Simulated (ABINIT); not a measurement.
Input and output of a self-consistent single point for TlRh3 (P6_3/mmc, 8 atoms in the cell) (ABINIT).

Method of the run: PBEsol, PAW (JTH v2.0 PBE PAW, files made for PBE) (plane waves; ABINIT).

The change in words: lattice scaled by 0.98. Reference geometry:
```
CELL_PARAMETERS angstrom
      5.71197     0.00000     0.00000
     -2.85598     4.94671     0.00000
      0.00000     0.00000     4.57129
ATOMIC_POSITIONS crystal
  Tl 0.66667 0.33333 0.25000
  Tl 0.33333 0.66667 0.75000
  Rh 0.32094 0.16047 0.75000
  Rh 0.67906 0.83953 0.25000
  Rh 0.16047 0.32094 0.25000
  Rh 0.83953 0.67906 0.75000
  Rh 0.83953 0.16047 0.75000
  Rh 0.16047 0.83953 0.25000
```

Reference input (self-consistent single point, DFT, PBEsol, plane waves, PAW (JTH v2.0 PBE PAW, files made for PBE)): pseudos = [Tl.GGA_PBE-JTH.xml, Rh.GGA_PBE-JTH.xml]; ecut = 571 eV; pawecutdg = 1143 eV; pawxcdev = 0; ixc = -116133; occopt = 3; tsmear = 0.00367493 Ha; ngkpt = 5 5 5; nshiftk = 1; shiftk = 0 0 0; potentials = JTH v2.0 PBE PAW; nband = 79. This run's input differs from it in these lines:

```diff
@@ -3,6 +3,6 @@
 pseudos "Tl.GGA_PBE-JTH.xml, Rh.GGA_PBE-JTH.xml"
-acell 10.7940587950 10.7940587950 8.6384861362
+acell 10.5781782371 10.5781782371 8.4657160356
 rprim
-         1.0000000000    0.0000000029    0.0000000000
-        -0.5000000026    0.8660254023    0.0000000000
+         1.0000000000   -0.0000000387    0.0000000000
+        -0.4999999665    0.8660254231    0.0000000000
          0.0000000000    0.0000000000    1.0000000000
@@ -13,10 +13,10 @@
 xcart
-         5.3970293883    3.1159763914    2.1596215341
-        -0.0000000184    6.2319527509    6.4788646022
-         2.5981839178    1.5000621946    6.4788646022
-         2.7988454521    7.8478669477    2.1596215341
-        -0.0000000088    3.0001243738    2.1596215341
-         5.3970293788    6.3478047685    6.4788646022
-         8.1958748683    1.5000622111    6.4788646022
-        -2.7988454984    7.8478669312    2.1596215341
+         5.2890892367    3.0536568217    2.1164290089
+         0.0000002363    6.1073140527    6.3492870267
+         2.5462204494    1.4700609305    6.3492870267
+         2.7428690235    7.6909099439    2.1164290089
+         0.0000001137    2.9401220581    2.1164290089
+         5.2890893592    6.2208488163    6.3492870267
+         8.0319579014    1.4700607183    6.3492870267
+        -2.7428684284    7.6909101561    2.1164290089
 ecut 571 eV
```

Output, abridged:

```
--- !BeginCycle
solver: {iscf: 17, nstep: 50, nline: 4, wfoptalg: 10, }
tolerances: {tolvrs: 1.00E-10, }
...

     iter   Etot(hartree)      deltaE(h)  residm     nres2
 ETOT  1  -750.53019320272    -7.505E+02 5.359E+00 1.330E+02
 ETOT  2  -771.27965381956    -2.075E+01 2.586E-01 1.355E+02
 ETOT  3  -770.86886528715     4.108E-01 2.228E-01 1.749E+01
 ETOT  4  -770.93152547322    -6.266E-02 8.895E-02 3.711E+00
 ETOT  5  -770.93731252405    -5.787E-03 1.762E-02 3.873E+00
   [... 16 lines left out ...]
 ETOT 22  -770.93136594139    -2.501E-11 2.988E-04 4.879E-09
 ETOT 23  -770.93136594141    -1.398E-11 3.196E-04 8.067E-10
 ETOT 24  -770.93136594141    -9.777E-12 1.993E-04 2.400E-10
 ETOT 25  -770.93136594142    -5.912E-12 2.107E-04 4.158E-11
 At SCF step   25       nres2   =  4.16E-11 < tolvrs=  1.00E-10 =>converged.

 Cartesian components of stress tensor (hartree/bohr^3)
  sigma(1 1)= -6.27542400E-05  sigma(3 2)=  0.00000000E+00
  sigma(2 2)= -6.27542373E-05  sigma(3 1)=  0.00000000E+00
  sigma(3 3)= -1.15160936E-04  sigma(2 1)=  5.90460074E-13

 ----iterations are completed or convergence reached----

 reduced coordinates (array xred) for    8 atoms
       0.666666666680      0.333333333353      0.250000000000
       0.333333333347      0.666666666687      0.750000000000
       0.320940000008      0.160470000017      0.750000000000
       0.679060000020      0.839530000023      0.250000000000
       0.160470000011      0.320940000014      0.250000000000
       0.839530000017      0.679060000026      0.750000000000
   [... lines left out ...]
 Fermi (or HOMO) energy (eV) =  14.20387   Average Vxc (eV)= -12.74311
   [... lines left out ...]
'-kT*entropy'       : -9.44786499366530E-03
total_energy        : -7.70931362717252E+02
total_energy_eV     : -2.09781092406120E+04
...

-Cartesian components of stress tensor (GPa)         [Pressure=  2.3602E+00 GPa]
- sigma(1 1)= -1.84629317E+00  sigma(3 2)=  0.00000000E+00
- sigma(2 2)= -1.84629309E+00  sigma(3 1)=  0.00000000E+00
- sigma(3 3)= -3.38815114E+00  sigma(2 1)=  1.73719322E-08

 Calculation completed.
```

The run converged in 25 iterations. Against the reference run the free energy drops by 22.1 meV/atom, the pressure goes from -9.27 to 2.36 GPa and the largest force goes from 0.113 to 0.072 eV/Å.

The starting cell comes from a database of computed structures (which also holds hypothetical and non-ambient phases and stackings), without a prior relaxation at this level. For this run, on top of that: lattice scaled by 0.98. Spin polarisation is off. The potentials were made for another functional than the one used.

Cost on one core of a shared machine: roughly 7 min.
